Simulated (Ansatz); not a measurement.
Consider this model of amorphous Si$_{40}$C$_{24}$.

```
CELL_PARAMETERS angstrom
      9.48428     0.01828     0.05247
      0.01828     9.21792    -0.01938
      0.05247    -0.01938     8.96488
ATOMIC_POSITIONS crystal
  Si 0.40642 0.83903 0.36508
  Si 0.00883 0.92944 0.94570
  Si 0.16194 0.19170 0.86539
  Si 0.90709 0.36748 0.31024
  Si 0.39093 0.29809 0.00407
  Si 0.16016 0.62355 0.11321
  Si 0.46184 0.60155 0.86033
  Si 0.09841 0.46002 0.92808
  Si 0.20875 0.02432 0.14357
  Si 0.65675 0.45667 0.09957
  Si 0.94007 0.48087 0.63876
  Si 0.37335 0.53096 0.23231
  Si 0.58994 0.02959 0.02864
  Si 0.53047 0.50419 0.53010
  Si 0.30075 0.34576 0.71600
  Si 0.61974 0.31904 0.79440
  Si 0.43972 0.80876 0.02685
  Si 0.82000 0.08619 0.58296
  Si 0.59017 0.82522 0.64862
  Si 0.94755 0.70034 0.19417
  Si 0.92538 0.79719 0.60516
  Si 0.83935 0.20891 0.80323
  Si 0.78210 0.32918 0.53439
  Si 0.89692 0.18815 0.05550
  Si 0.90150 0.91722 0.30020
  Si 0.61733 0.08500 0.45067
  Si 0.73006 0.62392 0.42996
  Si 0.09552 0.32011 0.56146
  Si 0.13103 0.33532 0.18522
  Si 0.48161 0.04942 0.73973
  Si 0.28253 0.92869 0.78842
  Si 0.77835 0.89933 0.91554
  Si 0.26324 0.37891 0.39823
  Si 0.31797 0.13508 0.44730
  Si 0.61132 0.20766 0.22513
  Si 0.29844 0.73793 0.59865
  Si 0.10167 0.71421 0.75792
  Si 0.79248 0.62725 0.86710
  Si 0.10756 0.06689 0.58050
  Si 0.65653 0.69903 0.18614
  C  0.26007 0.88020 0.99510
  C  0.23010 0.20561 0.06032
  C  0.97626 0.56845 0.81648
  C  0.63763 0.49906 0.89262
  C  0.14290 0.77205 0.96081
  C  0.90380 0.56749 0.34109
  C  0.47842 0.17028 0.56860
  C  0.48538 0.32473 0.63005
  C  0.32549 0.00315 0.29887
  C  0.99530 0.02843 0.13918
  C  0.91841 0.62272 0.49797
  C  0.31312 0.45985 0.88775
  C  0.76343 0.78684 0.73482
  C  0.95762 0.96655 0.49455
  C  0.80054 0.73024 0.04651
  C  0.99526 0.28772 0.90300
  C  0.47237 0.65647 0.66090
  C  0.11045 0.02059 0.78497
  C  0.48982 0.36931 0.16653
  C  0.45882 0.71011 0.20880
  C  0.71064 0.82120 0.34840
  C  0.77751 0.30774 0.16483
  C  0.51793 0.17504 0.90033
  C  0.58816 0.88341 0.44323
```

Computed with PBE, scalar-relativistic without spin-orbit coupling (plane waves to 420 eV, PAW; Ansatz, an electronic-structure program). Neutral PBE cell, which sets geometry, pressure and energy: sampling: a 2×2×2 Γ-centred mesh; Fermi-Dirac width 0.05 eV; no spin polarisation.

A CHGNet melt-quench gave the starting glass, which DFT then relaxed. The hot cell started wider than the set density and was brought back towards it in steps. It is the lowest in DFT energy of 2 quenches. It is a model cell: composition and starting density were chosen by hand, and all elements were melted together. No dispersion term was used. A short ab initio anneal came between quench and relaxation. Its density started from a set value of 2.99 and ended at 2.99 g/cm³. Cooling (nominally 1100 K/ps over its main leg) ran many orders faster than in experiment, which tends to leave more defects and strain. A cell of this size samples the disorder only roughly. The volume was held where the preparation left it and the shape relaxed.

**Question.** Give the pressure, the energy against reference phases and the spacing of the highest filled and lowest empty levels.

**Answer.** 
The pressure on a 2×2×2 Γ-centred mesh is 92.3 kbar and the largest force and stress component on that mesh (the relaxation ran on one k-point at (1/4, 1/4, 1/4)) comes out as 0.35 eV/Å and 9.4 GPa. The energy relative to 6H silicon carbide + silicon (lowest mix at this level among the phases computed, not always the ambient ones) is 0.591 eV/atom and the gap on a 2×2×2 Γ-centred mesh (PBE) is within the smearing (under twice its width).

**Question.** At PBE and the zone centre, how localised are the states just below and above the Fermi level (participation number: the atoms over which a state spreads)?

**Answer.** The highest filled state is spread over 35.2 atoms' worth, largest on Si23, with weights by element (charge in smoothed Voronoi cells) Si 0.64, C 0.36. The lowest empty state is spread over 15.3 atoms' worth, largest on Si14, with weights by element (charge in smoothed Voronoi cells) Si 0.74, C 0.26.

The levels at the Fermi energy are partly filled. A closed spacing in one fast-quenched cell at PBE doesn't show the material to be a metal.

Bonds are counted up to Si-Si 2.56 Å, Si-C 2.20 Å, C-C 1.74 Å.

A PBE run started with 1 μB on atoms that lack a bond or may hold spare charge lost its moments; other starts weren't tried.
